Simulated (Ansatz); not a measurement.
Au: strain along the normal

Au (fcc, Fm-3m, 17.541 Å³/atom and stress up to 0.01 GPa in the relaxed cell) under an equal strain ε in the (001) plane with the normal axis free, as in a coherent film. r2SCAN in Ansatz, a plane-wave DFT program (PAW, default set), 500 eV, 27×27×27 Γ-centred mesh, Fermi-Dirac smearing 0.10 eV.

Here s stands for strain and y for normal strain.

```csv
strain (%),normal strain (%)
-1.50,2.69
-1.00,1.81
-0.50,0.91
0.00,0.00
0.50,-0.90
1.00,-1.79
1.50,-2.67
3.00,?
```

Taking a straight line for y over the 7 complete rows: Means: s 0, y 0.007. About the means, the sum of products is -12.545 and the sum of squares of s is 7.0000; the slope is their ratio. Least squares gives y = 0.007 - 1.7921·s. Residuals (row less fit): -0.005, 0.011, 0.007, -0.007, -0.011, -0.005, 0.011; standard error 0.010 (degrees of freedom: 5). The slope, about -1.8, is the elastic response of the normal axis, −2C12/C11 for this plane.

Predict the withheld y at s = 3.00 from the fit, and compare with the calculation.

y = 0.007 - 1.7921 × 3.0 = -5.369%. The calculation gives -5.25%, 0.119% above the prediction (1.5 % of the range of y in the table). The row lies outside the fitted rows, so this is an extrapolation. From the scatter of the fitted rows alone, a prediction at this place has a standard error of 0.016%, so the miss is 7.4 times that.

A polynomial of degree 2 through the 12 other runs of the series gives -5.32 there. In a metal these values are sensitive to mesh and smearing; energies are taken to zero smearing, stresses follow the free energy. Spin-orbit coupling is left out, which can shift these values for the heavy elements here. Rows are the converged runs of the series near zero and its far end, less any whose ions stayed unrelaxed beside relaxed ones; series whose fitted rows scatter by over a few per cent of the range, as at a crossing or softening among them, aren't shown in this form. Most that stay on the fit to the last digits aren't either.
